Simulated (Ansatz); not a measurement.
Start from SnO2 in the rutile structure (space group P4_2/mnm, No. 136; a = 4.828 Å, c = 3.238 Å). Axes: x, y, z lie along a, b, c of the conventional cell.

Method: DFT with PBE, PAW potentials and a 420 eV plane-wave cutoff in Ansatz (an electronic-structure program), scalar-relativistic without spin-orbit coupling, earlier PAW set.

Base values:

The electron mass is 0.16 mₑ along c, 0.17 mₑ across (at Γ).

Now apply this change: biaxial strain −4.06 %, plane normal [001], relaxed out of plane (Cartesian); in-plane vectors clamped, the third vector and the atoms free.

Problem. How does this affect the electron mass and in-plane stress?

Solution. The electron mass changes from 0.16 mₑ along c, 0.17 mₑ across (at Γ) to 0.17 mₑ (at Γ); the mean in-plane stress (compression positive) is +12.2 GPa.

The levels and masses belong to the bands next to the band gap. Effective masses come from finite differences of ±0.01 Å⁻¹. Whether these cells are dynamically stable was not tested. The base started in Pnnm and relaxed to P4_2/mnm at this level.
